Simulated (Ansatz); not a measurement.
For InP (model structure, from the CdTe type, P3₁21, No. 152), LDA (Ansatz, an electronic-structure program, plane waves, PAW) gives:

- bulk modulus: 78.0 GPa
- cohesive energy: 3.82 eV/atom

Problem. What does PBE (Ansatz, PAW) give for the same quantities?

Solution. 
- bulk modulus: 64.3 GPa (decreases by 18 %)
- cohesive energy: 2.97 eV/atom (decreases by 0.85 eV/atom)

Changes are worked out from the printed values.

Unless a cell is named, each level is at its own relaxed cell (LDA 22.10, PBE 23.69 Å³/atom).

Levels without +SOC leave out spin–orbit coupling, which shifts energies and cells of such heavy elements.

Caveats: the bulk modulus is −V dP/dV from two relaxed cells at ±2 % in volume (LDA, PBE). Ansatz's density-functional and Hartree–Fock values are scalar-relativistic unless marked +SOC, with PAW data made under PBE.

A model structure was made by putting elements into a prototype or built by hand; it is no filed structure, need not be a known phase, and can be a saddle point held by its symmetry.
